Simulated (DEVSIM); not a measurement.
Device: abrupt Si p-n junction, at 300 K.

| layer (left to right) | material | thickness (μm) | Nd (cm⁻³) | Na (cm⁻³) | τn (s) | τp (s) |
|---|---|---|---|---|---|---|
| 1 | Si | 1.40 | - | 1.6e15 | 0.00011 | 0.00011 |
| 2 | Si | 1.30 | 8.1e15 | - | 0.00011 | 0.00011 |

Left contact: ohmic. Right contact: ohmic. Voltage is applied to the left contact. Recombination: SRH at mid-gap, radiative. Mobility is constant in doping.

This is a model device: material constants are rounded textbook-type values typed into the input, and sizes, dopings and lifetimes were drawn at random. Values at 300 K.

```
parameter           Si
-------------  -------
gap (eV)         1.124
affinity (eV)     4.05
permittivity      11.7
Nc (cm⁻³)      2.86e19
Nv (cm⁻³)       3.1e19
μn (cm²/Vs)       1417
μp (cm²/Vs)        470
B (cm³/s)      4.7e-15
```

Simulated with DEVSIM: 1D drift-diffusion, Boltzmann statistics, complete ionisation; no tunnelling, impact ionisation, image-force lowering or self-heating.

### Question
Give the dark forward current.

### Answer

(V (V), J (A/cm²)): (0.05, 3.4e-8); (0.10, 2.6e-7); (0.15, 1.7e-6); (0.20, 1.2e-5); (0.25, 7.8e-5); (0.30, 0.00052); (0.35, 0.0035); (0.40, 0.023); (0.45, 0.15); (0.50, 0.99); (0.55, 6.1); (0.60, 32); (0.65, 120); (0.70, 290); (0.75, 570); (0.80, 930); (0.85, 1400); (0.90, 1900); (0.95, 2500)
